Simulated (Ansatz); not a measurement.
Consider CaF$_{2}$ in the fluorite structure (space group Fm-3m, No. 225; a = 5.5111 Å).

The values are results of PBE (Ansatz, a quantum-chemistry and plane-wave program; PAW; 420 eV plane waves; scalar-relativistic without spin-orbit coupling), not measurements.

Its conduction minimum is a single valley at Γ with mass 0.55 mₑ.

Now apply this change: electron doping at 1.0×10^22 cm⁻³ (0.418 per cell), with a uniform compensating background at fixed cell and a 300 K Fermi–Dirac width.

Problem. Where would a parabolic band put the Fermi level, and where does the calculation put it?

Solution. k_F = (3π²n)^(1/3) = 0.667 Å⁻¹, so ħ²k_F²/2m = 3.1 eV above the band edge at zero temperature. The calculation gives 1.40 eV (to 0.05 eV): the band is strongly non-parabolic or higher valleys fill at this density.

Carriers are added with a uniform compensating background; total energy and stress of such cells depend on the potential's zero and are not compared; many-body gap narrowing is missing at this level. The levels and masses belong to the bands next to the band gap. Masses are band curvatures over ±0.01 Å⁻¹ around the edge. No phonon test of stability was made.
